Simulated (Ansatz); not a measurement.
The reference is CsSnI$_{3}$ in the cubic perovskite structure (space group Pm-3m, No. 221; a = 6.1305 Å). Axes: x, y, z lie along the cube axes.

The values are results of PBEsol/PAW in Ansatz (a quantum-chemistry and plane-wave program), no SOC, not measurements.

Strains are applied to the cell and any free atomic positions relax.

One change was made to it. Results:

```csv
quantity,base,after
shortest interatomic distance,306.5 pm,304.7 pm
"pressure (mean of the normal stresses, compression positive)",0.00 GPa,0.11 GPa
energy relative to the base (free energy F),0 meV/atom,+0.2 meV/atom
```

### Question
Name the change that was made.
A. uniaxial strain ε_zz = −2.40 %
B. uniaxial strain ε_zz = −1.80 %
C. uniaxial strain ε_zz = −1.20 %
D. uniaxial strain ε_zz = −0.60 %

### Answer
D, uniaxial strain ε_zz = −0.60 %. For comparison, the shortest interatomic distance in the other runs: uniaxial strain ε_zz = −2.40 % gives 299.2 pm; uniaxial strain ε_zz = −1.80 % gives 301.0 pm; uniaxial strain ε_zz = −1.20 % gives 302.8 pm.

No phonon test of stability was made. All final runs are without spin polarisation. Many cubic perovskites are stable only at high temperature; tilts and polar distortions were not tested.
